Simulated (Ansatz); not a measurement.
Start from HfO2 in the fluorite structure (space group Fm-3m, No. 225; a = 5.001 Å).

Level of theory: LDA in Ansatz (plane waves to 420 eV, PAW, without spin-orbit coupling).

Base values:

```
Property           Result
---------------  --------
Volume per atom  10.42 Å³
```

Modification: a negative pressure, −1 GPa.

Q: What happens to the volume per atom?

A: The volume per atom grows by 0.04 Å³ to 10.46 Å³.

Load acts through the strain it causes; cell and atoms are relaxed under it. Whether these cells are dynamically stable was not tested. This is not the structure that HfO2 has at room temperature and ambient pressure.

Ansatz is a first-principles code.
